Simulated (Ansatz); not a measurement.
**Carrier properties of CaF₂ under load (space group I4/mmm)**

```yaml
crystal:
  lattice:
    - [0.00000, 2.69822, 2.76724]
    - [2.69822, 0.00000, 2.76724]
    - [2.69822, 2.69822, 0.00000]
  atoms:
    - { symbol: Ca, position: [0.00000, 0.00000, 0.00000] }
    - { symbol: F, position: [0.75000, 0.75000, 0.75000] }
    - { symbol: F, position: [0.25000, 0.25000, 0.25000] }
```

All values below come from PBEsol, rigid bands (plane waves, PAW, scalar-relativistic; Ansatz, a quantum-chemistry and plane-wave program). Condition of this run: uniaxial stress zz = -3 GPa (compression positive) (the target of the relaxation). Geometry: cell and atoms relaxed with PBEsol, then loaded as said.

```yaml
band_gap: 7.11 eV
electron conductivity mass (300 K, dilute): 0.56 mₑ
hole conductivity mass (300 K, dilute): 1.46 (x), 1.46 (y), 9.2 (z) mₑ
effective density of states N_c (300 K): 1.1e19 cm⁻³
effective density of states N_v (300 K): 3.2e20 cm⁻³
density_of_states_mass_electrons: 0.57 mₑ
density_of_states_mass_holes: 5.4 mₑ
Seebeck coefficient, n-type 1e19 cm⁻³, 300 K: -225 μV/K
best n-type power factor at 300 K for τ = 10 fs (best axis; densities from 1e16 to 1e21 cm⁻³ tried, whether or not they can be reached): 3.1 μW/(cm·K²) at 3e19 cm⁻³
Seebeck coefficient, p-type 1e19 cm⁻³, 300 K: 517 μV/K
```

Rigid bands; masses and Seebeck coefficients take one relaxation time τ for all states and one kind of carrier; polarons and phonon drag are left out. Spin-orbit coupling is left out; where it splits the top of the valence band, N_v and the p-type Seebeck coefficient come out somewhat high without it.
